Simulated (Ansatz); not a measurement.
## Convergence study of the k-point mesh at a smearing width of 0.02 eV for Yb (Fm-3m, 1 atom in the cell)

```yaml
crystal:
  lattice:
    - [0.00000, 2.75370, 2.75370]
    - [2.75370, 0.00000, 2.75370]
    - [2.75370, 2.75370, 0.00000]
  atoms:
    - { symbol: Yb, position: [0.00000, 0.00000, 0.00000] }
```

Computed with PBE (plane waves, PAW; Ansatz, a quantum-chemistry and plane-wave program).

Base settings: basis.ecutwfc = 30.9 Ry; kpoints.mp_grid.grid = 10 10 10; hamiltonian.xc = pbe; hamiltonian.pseudopotentials = {kind: paw} (the program's default PAW files); scf.occupations.method = fermi_dirac; scf.occupations.width = 0.0073 Ry.

In this ladder: scf.occupations.width = 0.0015 Ry.

Only quantities that move along the ladder and can be compared are tabulated.

The count of work is k-points × plane waves × bands × iterations; it is no time. 

The starting cell has typed, rounded lattice constants, without a prior relaxation at this level. Its lattice was rescaled by up to half a per cent. Spin polarisation is off. Ansatz's pressure includes its estimate of the finite-basis (Pulay) stress.

| kpoints.mp_grid.grid | free energy less the last step's (meV/atom) | pressure (GPa) | count of work / last |
|---|---|---|---|
| 4 4 4 | -32.02 | -2.12 | 0.025 |
| 5 5 5 | -22.72 | -2.39 | 0.024 |
| 6 6 6 | 21.38 | -2.24 | 0.039 |
| 8 8 8 | -5.65 | -2.31 | 0.060 |
| 9 9 9 | -0.10 | -2.34 | 0.085 |
| 11 11 11 | 0.07 | -2.31 | 0.14 |
| 14 14 14 | 0.57 | -2.32 | 0.25 |
| 17 17 17 | 0.21 | -2.32 | 0.40 |
| 20 20 20 | 0.04 | -2.32 | 0.62 |
| 24 24 24 | 0.00 | -2.32 | 1.0 |

Coarsest kpoints.mp_grid.grid that holds the free energy within 1 meV/atom of the last step, with all finer ones: 9 9 9, at 0.085 of the last step's count of work; the step before is off by 5.7 meV/atom.

Coarsest kpoints.mp_grid.grid that holds the pressure within 0.1 GPa of the last step, with all finer ones: 5 5 5, at 0.024 of the last step's count of work; the step before is off by 0.21 GPa.

Keys are those of Ansatz 0.2.
